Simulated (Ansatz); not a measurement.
**What each level gives and costs: LiCl (Fm-3m, 2 atoms in the cell)**

```
CELL_PARAMETERS angstrom
      0.00000     2.51645     2.51645
      2.51645     0.00000     2.51645
      2.51645     2.51645     0.00000
ATOMIC_POSITIONS crystal
  Li 0.00000 0.00000 0.00000
  Cl 0.50000 0.50000 0.50000
```

Program: Ansatz (a program for electronic structure), default PAW files made with PBE; each row names its functional.

Base settings: basis.ecutwfc = 420 eV; kpoints.mp_grid.grid = 9 9 9; hamiltonian.xc = hse06; hamiltonian.pseudopotentials = {kind: paw} (the program's default PAW files); scf.occupations.method = fixed.

Differences are taken from HSE06, a reference of convenience: it is no measurement, and no ranking of the functionals follows.

Core times come from one kind of shared machine and are given to one figure; runs under 30 s give none.

The starting cell comes from a database of computed structures (which also holds hypothetical and non-ambient phases and stackings), without a prior relaxation at this level. Its lattice was rescaled by a random factor within 2.5 % of one. Ansatz's pressure includes its estimate of the finite-basis (Pulay) stress.

```csv
level,gap on the mesh less reference (eV),pressure less reference (GPa),core time / reference (rough)
PBE,-1.416,0.74,–
PBE0,0.721,-0.10,0.9
HSE06,0.000,0.00,1
```

Keys are those of Ansatz 0.2.
